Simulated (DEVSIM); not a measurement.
System: Ni/Si3N4/SiO2/p-Si capacitor, at 300 K.

```csv
layer (left to right),material,thickness (nm),Na (cm⁻³)
1,Si3N4,4.40,-
2,SiO2,0.690,-
3,Si,1100,2.6e17
```

Metal gate on the left, work function 5.1 eV. Fixed charge at the semiconductor interface -1.5e12 cm⁻² (in units of +e); interface traps 1.2e11 cm⁻² eV⁻¹, uniform in energy, neutral level at 0.5 of the gap above the valence band.

Constants are typed, rounded textbook-type inputs, not results; the design itself was drawn at random and stands for no fabricated device. Values at 300 K.

```tsv
parameter	Si3N4	SiO2	Si
gap (eV)	5.1	9	1.124
affinity (eV)	2.1	0.9	4.05
permittivity	7.5	3.9	11.7
Nc (cm⁻³)	-	-	2.86e19
Nv (cm⁻³)	-	-	3.1e19
```

DEVSIM, 1D Poisson equation in equilibrium, Boltzmann statistics, complete ionisation; no quantum confinement or tunnelling. Metal contacts follow the ideal Schottky-Mott rule: no Fermi-level pinning, no interface dipoles.

Q: Tabulate band edges, carrier densities and field at 0.7 V on the gate.

A: Energies count from the Fermi level of the right contact; mesh points crowd at the junctions.

```json
[
 {"x (μm)": "0.000", "Ec (eV)": "2.300", "Ev (eV)": "-2.800", "n (cm⁻³)": "< 1e2", "p (cm⁻³)": "< 1e2", "field (V/cm)": "590000"},
 {"x (μm)": "0.0009857", "Ec (eV)": "2.359", "Ev (eV)": "-2.741", "n (cm⁻³)": "< 1e2", "p (cm⁻³)": "< 1e2", "field (V/cm)": "590000"},
 {"x (μm)": "0.002273", "Ec (eV)": "2.435", "Ev (eV)": "-2.665", "n (cm⁻³)": "< 1e2", "p (cm⁻³)": "< 1e2", "field (V/cm)": "590000"},
 {"x (μm)": "0.003577", "Ec (eV)": "2.513", "Ev (eV)": "-2.587", "n (cm⁻³)": "< 1e2", "p (cm⁻³)": "< 1e2", "field (V/cm)": "590000"},
 {"x (μm)": "0.004677", "Ec (eV)": "3.794", "Ev (eV)": "-5.206", "n (cm⁻³)": "< 1e2", "p (cm⁻³)": "< 1e2", "field (V/cm)": "1100000"},
 {"x (μm)": "0.005090", "Ec (eV)": "0.690", "Ev (eV)": "-0.434", "n (cm⁻³)": "7.3e7", "p (cm⁻³)": "1.6e12", "field (V/cm)": "460000"},
 {"x (μm)": "0.006293", "Ec (eV)": "0.708", "Ev (eV)": "-0.416", "n (cm⁻³)": "3.7e7", "p (cm⁻³)": "3.2e12", "field (V/cm)": "150000"},
 {"x (μm)": "0.01003", "Ec (eV)": "0.760", "Ev (eV)": "-0.364", "n (cm⁻³)": "4900000", "p (cm⁻³)": "2.4e13", "field (V/cm)": "130000"},
 {"x (μm)": "0.01593", "Ec (eV)": "0.830", "Ev (eV)": "-0.294", "n (cm⁻³)": "320000", "p (cm⁻³)": "3.6e14", "field (V/cm)": "110000"},
 {"x (μm)": "0.02834", "Ec (eV)": "0.933", "Ev (eV)": "-0.191", "n (cm⁻³)": "6000", "p (cm⁻³)": "1.9e16", "field (V/cm)": "59000"},
 {"x (μm)": "0.05361", "Ec (eV)": "0.996", "Ev (eV)": "-0.128", "n (cm⁻³)": "530", "p (cm⁻³)": "2.2e17", "field (V/cm)": "5200"},
 {"x (μm)": "0.1278", "Ec (eV)": "1.000", "Ev (eV)": "-0.124", "n (cm⁻³)": "450", "p (cm⁻³)": "2.6e17", "field (V/cm)": "≈ 0"},
 {"x (μm)": "0.2559", "Ec (eV)": "1.000", "Ev (eV)": "-0.124", "n (cm⁻³)": "450", "p (cm⁻³)": "2.6e17", "field (V/cm)": "≈ 0"},
 {"x (μm)": "0.5167", "Ec (eV)": "1.000", "Ev (eV)": "-0.124", "n (cm⁻³)": "450", "p (cm⁻³)": "2.6e17", "field (V/cm)": "≈ 0"},
 {"x (μm)": "0.8615", "Ec (eV)": "1.000", "Ev (eV)": "-0.124", "n (cm⁻³)": "450", "p (cm⁻³)": "2.6e17", "field (V/cm)": "≈ 0"},
 {"x (μm)": "0.9860", "Ec (eV)": "1.000", "Ev (eV)": "-0.124", "n (cm⁻³)": "450", "p (cm⁻³)": "2.6e17", "field (V/cm)": "≈ 0"},
 {"x (μm)": "1.047", "Ec (eV)": "1.000", "Ev (eV)": "-0.124", "n (cm⁻³)": "450", "p (cm⁻³)": "2.6e17", "field (V/cm)": "≈ 0"},
 {"x (μm)": "1.076", "Ec (eV)": "1.000", "Ev (eV)": "-0.124", "n (cm⁻³)": "450", "p (cm⁻³)": "2.6e17", "field (V/cm)": "≈ 0"},
 {"x (μm)": "1.095", "Ec (eV)": "1.000", "Ev (eV)": "-0.124", "n (cm⁻³)": "450", "p (cm⁻³)": "2.6e17", "field (V/cm)": "≈ 0"},
 {"x (μm)": "1.101", "Ec (eV)": "1.000", "Ev (eV)": "-0.124", "n (cm⁻³)": "450", "p (cm⁻³)": "2.6e17", "field (V/cm)": "≈ 0"},
 {"x (μm)": "1.103", "Ec (eV)": "1.000", "Ev (eV)": "-0.124", "n (cm⁻³)": "450", "p (cm⁻³)": "2.6e17", "field (V/cm)": "≈ 0"},
 {"x (μm)": "1.105", "Ec (eV)": "1.000", "Ev (eV)": "-0.124", "n (cm⁻³)": "450", "p (cm⁻³)": "2.6e17", "field (V/cm)": "≈ 0"}
]
```
